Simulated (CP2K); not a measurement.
**How far to go with the k-point mesh: Al (Fm-3m, 1 atom in the cell)**

```xyz
1
Lattice="2.8724 0.0000 0.0000 1.4362 2.4875 0.0000 1.4362 0.8292 2.3453" Properties=species:S:1:pos:R:3 pbc="T T T"
Al     0.0000     0.0000     0.0000
```

Computed with PBEsol, GPW, DZVP-MOLOPT-SR-GTH basis, GTH-PBE potentials (GTH_POTENTIALS) (CP2K 2026.2).

Base settings: CUTOFF = 400 Ry; REL_CUTOFF = 50 Ry; SMEAR/METHOD = GAUSSIAN; SIGMA = 0.1 eV; KPOINTS/SCHEME = MONKHORST-PACK 6 6 6; GAMMA_CENTERED = T; XC_FUNCTIONAL = PBE:PBESOL; Al/BASIS_SET = DZVP-MOLOPT-SR-GTH-q3; Al/POTENTIAL = GTH-PBE-q3; METHOD = GPW.

Moved along: GAMMA_CENTERED.

The second cell is the first with its lattice scaled by 0.98.

Only quantities that move along the ladder and can be compared are tabulated.

The starting cell has typed, rounded lattice constants, without a prior relaxation at this level. Its lattice was rescaled by up to half a per cent. Values carry the incompleteness of an atom-centred basis. The potentials were made for another functional than the one used. Without a gap this mesh is coarse (it stands for a supercell whose shortest vector is 17 Å).

| KPOINTS/SCHEME | free energy less the last step's (meV/atom) | energy of the compressed cell less the first (meV/atom) | pressure (GPa) |
|---|---|---|---|
| MONKHORST-PACK 2 2 2 | -663.29 | -26.27 | -7.12 |
| MONKHORST-PACK 3 3 3 | 584.10 | 1.32 | -2.25 |
| MONKHORST-PACK 4 4 4 | 287.63 | 11.45 | -0.74 |
| MONKHORST-PACK 5 5 5 | 55.01 | 17.30 | 0.18 |
| MONKHORST-PACK 6 6 6 | -66.93 | 7.97 | -1.09 |
| MONKHORST-PACK 7 7 7 | -46.56 | 2.19 | -1.92 |
| MONKHORST-PACK 8 8 8 | 4.64 | 5.95 | -1.47 |
| MONKHORST-PACK 9 9 9 | 28.64 | 7.42 | -1.22 |
| MONKHORST-PACK 11 11 11 | -8.54 | 5.65 | -1.48 |
| MONKHORST-PACK 12 12 12 | -8.41 | 6.52 | -1.37 |
| MONKHORST-PACK 13 13 13 | 2.92 | 4.51 | -1.60 |
| MONKHORST-PACK 15 15 15 | -0.55 | 4.55 | -1.62 |
| MONKHORST-PACK 16 16 16 | -5.97 | 4.89 | -1.58 |
| MONKHORST-PACK 18 18 18 | 1.62 | 5.01 | -1.50 |
| MONKHORST-PACK 20 20 20 | 0.00 | 4.70 | -1.55 |

Coarsest KPOINTS/SCHEME that holds the pressure within 0.1 GPa of the last step, with all finer ones: MONKHORST-PACK 13 13 13; the step before is off by 0.18 GPa.

Coarsest KPOINTS/SCHEME that holds the energy of the compressed cell less the first within 2 meV/atom of the last step, with all finer ones: MONKHORST-PACK 11 11 11; the step before is off by 2.7 meV/atom.

Coarsest KPOINTS/SCHEME that holds the free energy within 5 meV/atom of the last step, with all finer ones: MONKHORST-PACK 18 18 18; the step before is off by 6.0 meV/atom.

Two neighbours can agree and both be off: MONKHORST-PACK 11 11 11 and MONKHORST-PACK 12 12 12 differ by 0.14 meV/atom in the free energy, yet lie about 8.4 meV/atom from the last step.
